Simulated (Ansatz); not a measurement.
The parent structure is HfS$_{2}$ in the CdI2 type structure (space group P-3m1, No. 164; layered, stacked along the Cartesian z axis).

```
CELL_PARAMETERS angstrom
      3.54747     0.00000     0.00000
     -1.77374     3.07220     0.00000
      0.00000     0.00000     5.57681
ATOMIC_POSITIONS crystal
  Hf 0.00000 0.00000 0.00000
  S  0.33333 0.66667 0.26190
  S  0.66667 0.33333 0.73810
```

Cartesian axes are those of the cell as printed.

The values are results of PBEsol-D3(BJ), PAW, 420 eV (Ansatz, a first-principles code; spin-orbit coupling left out), not measurements.

Before the change:

| Property | Value |
|---|---|
| Valence-band top at Γ | 0.00, -0.29, -0.29 eV |

It is then changed as follows: the cell is stretched by 0.23 % along x with no lateral relaxation; the atoms relax in the strained cell.

**Question.** What does the calculation give for the stress, valence-band top at Γ and energy relative to the base after the change?

**Answer.** The stress (xx, yy, zz, yz, xz, xy; compression positive) amounts to (-0.35, -0.05, -0.03, 0.02, 0.00, 0.00) GPa; the valence-band top at Γ (three highest levels, from the VBM) changes from 0.00, -0.29, -0.29 eV to 0.00, -0.29, -0.30 eV; the energy hardly moves.

Spin-orbit coupling, missing from the scalar runs, can matter with Hf. The levels and masses belong to the bands next to the band gap. No phonon test of stability was made.
